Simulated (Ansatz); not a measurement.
Start from MoS₂ in the fluorite structure (space group Fm-3m, No. 225; a = 5.853 Å; ferromagnetic; a hypothetical phase, not in the database extracts checked).

Computed with DFT with PBEsol, PAW potentials and a 420 eV plane-wave cutoff in Ansatz (an electronic-structure program), no SOC.

One change was made to it. Results:

```csv
quantity,base,after
shortest interatomic distance,2.534 Å,2.485 Å
largest site moment,1.16 μB,0.83 μB
density,5.30 g/cm³,5.63 g/cm³
```

Which change produced these results?
A) pressure 3 GPa
B) pressure 0.3 GPa
C) pressure 1.5 GPa
D) pressure 7.5 GPa
E) pressure 0.7 GPa

D, pressure 7.5 GPa. For comparison, the largest site moment in the other runs: pressure 1.5 GPa gives 1.11 μB; pressure 0.3 GPa gives 1.15 μB; pressure 3 GPa gives 1.04 μB; pressure 0.7 GPa gives 1.14 μB.

The magnetic state is the one reached from the starting moments; the real material's order can differ, and small cells can't hold many antiferromagnetic ones. Load acts through the strain it causes; cell and atoms are relaxed under it. No phonon test of stability was made. Competing high-pressure phases were not computed.
